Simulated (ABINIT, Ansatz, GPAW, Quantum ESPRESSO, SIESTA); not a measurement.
**SnAu (P6_3/mmc, 4 atoms in the cell) computed with different codes at matched settings**

Self-consistent single point.

```yaml
crystal:
  lattice:
    - [4.35623, 0.00000, 0.00000]
    - [-2.17812, 3.77261, 0.00000]
    - [0.00000, 0.00000, 5.58785]
  atoms:
    - { symbol: Sn, position: [0.66667, 0.33333, 0.75000] }
    - { symbol: Sn, position: [0.33333, 0.66667, 0.25000] }
    - { symbol: Au, position: [0.00000, 0.00000, 0.50000] }
    - { symbol: Au, position: [0.00000, 0.00000, 0.00000] }
```

Shared settings, as Ansatz (an electronic-structure program) writes them: kpoints.mp_grid.grid = 4 4 3; scf.occupations.method = fermi_dirac; scf.occupations.width = 0.1 eV. Potentials and cutoffs stand in the table.

```
code                                                                                                                                 model  pressure (GPa)       cutoff
----------------  ------------------------------------------------------------------------------------------------------------------------  --------------  -----------
ABINIT                                                     LDA (PW92), norm-conserving pseudopotentials (PseudoDojo nc-sr-04 LDA standard)           -3.88      1034 eV
Quantum ESPRESSO                                                                       LDA (PZ), GBRV 1.5 ultrasoft (LDA) pseudopotentials           -4.10        40 Ry
SIESTA            LDA PW92, numerical atomic orbitals DZP, PseudoDojo LDA standard norm-conserving potentials (rewritten from UPF to PSML)           -4.99  grid 400 Ry
Ansatz                                                                                                 LDA (PW92), PAW files made with PBE           -3.93      default
GPAW                                                                         LDA (Perdew-Wang 92), GPAW PAW datasets LDA (gpaw-data 1.0.1)           -3.75       550 eV
```

On Ansatz's run: spin-orbit coupling is off.

The spread over the programs that give each value: pressure within 1.24 GPa.

SIESTA uses small atom-centred bases, whose incompleteness enters pressures, forces and empty levels differently from a plane-wave cutoff. Ansatz's pressure is given at a fixed set of plane waves, as the other plane-wave codes print theirs. The same LDA comes in different parametrisations, which differ slightly. In the pressure, SIESTA (by 1.09) lies more than 1 GPa from the median of the plane-wave programs.

On the base mesh (9 9 6) the same programs gave: Ansatz pressure -4.04 GPa; Quantum ESPRESSO pressure -4.22 GPa; ABINIT pressure -3.99 GPa; GPAW pressure -3.89 GPa; SIESTA pressure -5.13 GPa.

The starting cell comes from a database of computed structures (which also holds hypothetical and non-ambient phases and stackings), without a prior relaxation at this level. Its lattice was rescaled by a random factor within 2.5 % of one.

Left out of this page: CP2K (on another mesh); FLEUR (not drawn, or without a comparable value).

Keys are those of Ansatz 0.2.
